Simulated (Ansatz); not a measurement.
The parent structure is Ce in the fcc (Cu type) structure (space group Fm-3m, No. 225).

Ce is taken in the cubic space group Fm-3m (No. 225), the fcc (Cu type) structure, Pearson symbol cF4. Conventional cell: a = 4.582 Å, b = 4.582 Å, c = 4.582 Å, α = 90.00°, β = 90.00°, γ = 90.00°. Ce on 4a sees 12 Ce at 3.240 Å (cuboctahedral). (Neighbours: up to the widest gap in distance over summed covalent radii, below 1.35, at either atom.)
(The calculation used a cell of 1 atom; values per cell refer to that cell.)

All numbers come from Ansatz (a first-principles code), PBEsol, PAW, cutoff 420 eV, spin-orbit coupling left out.

For the base:

| Item | Value |
|---|---|
| Pressure | 0.0 GPa |
| Band gap | zero |

It is then changed as follows: every lattice vector is shortened by 4.66 %, atoms relaxed at fixed cell.

What does the calculation give for the pressure after the change?

The pressure goes from zero to 9.8 GPa.

Estimate the effect on the energy relative to the base.

The energy goes up by 86 meV/atom.

How does this affect the band gap?

The band gap is still zero.

Open 4f shells without U are poorly described, and the f state was not checked. The cells carry an imposed strain or load. Whether these cells are dynamically stable was not tested. Seeded moments were not kept for the base. The final runs are not spin-polarised.
